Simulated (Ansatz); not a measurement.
## MgTe (model structure, started from the PtS type, P4₂/mmc, No. 131, 4 atoms in the cell): c axis length by level of theory

No measured value is used here.

```json
[
 {"level (code)": "PBE (Ansatz)", "value (Å)": "7.815"},
 {"level (code)": "PBEsol (Ansatz)", "value (Å)": "7.754"},
 {"level (code)": "PBE-D3(BJ) (Ansatz)", "value (Å)": "7.763"}
]
```

Ansatz's density-functional and Hartree–Fock values are scalar-relativistic unless marked +SOC, with PAW data made under PBE.

A model structure was made by putting elements into a prototype or built by hand; it is no filed structure, need not be a known phase, and can be a saddle point held by its symmetry.

Ansatz is a program for electronic structure.
